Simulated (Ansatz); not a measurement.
Abridged Ansatz (a program for electronic structure) output:

```
Pseudopotential: Rh, paw, valence charge 17
Crystal: 1 atoms, lattice volume = 13.898 Å³
Basis set: ecut = 420 eV, 249 PW (Γ), exchange–correlation on 36×36×36 points (8 copies of the dense FFT grid, shifted against one another)
Bands: 13, of which v1, the nominal top of the filled ones, is band 9 counted from 1 (8 counted from 0)
Symmetry: 48 space group operations
k-points: 286 of 9261
Functional: x = pbesol(κ = 0.804, μ = 0.12345679012345678), c = pbesol(β = 0.046)
SCF iter   1: F=—  HF=-6338.902434 eV  |F-HF|=—  |Δ(HF+E_count)|=         —  Δρ=1.08e-1  dr2=1.56e0  ethr=3.10e-3  ⟨swp⟩=5.2  Hψ=19630  notcnv=0
SCF iter   2: F=—  HF=-6338.458013 eV  |F-HF|=—  |Δ(HF+E_count)|=   4.44e-1  Δρ=4.43e-2  dr2=1.49e-1  ethr=3.10e-3  ⟨swp⟩=2.3  Hψ=9515  notcnv=0  defer=10
SCF 1 converged in 8 iterations: F = -6338.408143 eV  dr2 = 3.67e-14
SCF converged after 8 iterations
Free energy (F): -6338.408143 eV
Internal energy: -6338.386028 eV  (E = F + TS)
E sigma→0 (E₀):  -6338.397085 eV
Entropy (-TS):   -0.022116 eV (-22.116 meV/atom)
Fermi energy:    21.795628 eV
--- Forces (eV/Å), atoms counted from 1 ---
  atom   1  Rh     0.00000000     0.00000000    -0.00000000
--- Stress (GPa, compression-positive) ---
        0.000128      -0.000000       0.000000
        0.000000       0.000128       0.000000
       -0.000000      -0.000000       0.000128
  P = ⅓ Tr σ = 0.0001 GPa (0.001 kbar)
```

**Question.** What was computed, and what are the main results?

**Answer.** Rh, 1 atom in the cell, with PBEsol (Ansatz; PAW; 420 eV plane waves; no spin-orbit coupling), earlier PAW set. The last SCF converged to F = -6338.408143 eV, or -6338.4081 eV per atom, at a pressure of 0.00 GPa. The total energy compares only with runs of the same code, potentials and settings.

Stability against distortions was not tested. All final runs are without spin polarisation. The cell was made from Mo by this change: Mo → Rh; the result is a model cell, its experimental status unchecked. Rh has a high density of states at the Fermi level and may be magnetic at this level. This is not the structure that Rh has at room temperature and ambient pressure.
